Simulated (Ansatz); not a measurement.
Take InP in the zinc blende structure (space group F-43m, No. 216; a = 5.960 Å) as the base. Axes: x, y, z lie along the cube axes.

Method: PBE (Ansatz, a quantum-chemistry and plane-wave program; PAW; 420 eV plane waves; no spin-orbit coupling).

It is then changed as follows: an isotropic linear strain of −3.00 %; the atoms relax in the strained cell.

Question: Predict the stress tensor and what it implies for the stiffness.

Answer: Stress of the strained cell less that of the base (GPa, compression positive):
```
   6.73    0.00    0.00
   0.00    6.73    0.00
   0.00    0.00    6.73
```

Then B = −ΔP/(ΔV/V₀) with ΔV/V₀ = -0.0873 gives secant stiffness values (nonlinear terms included at this strain): B ≈ 77 GPa.

As a check, the harmonic strain energy −½ V₀ Δσ:ε is 50 meV/atom; the computed energy rise is 44 meV/atom.

Stability against distortions was not tested.
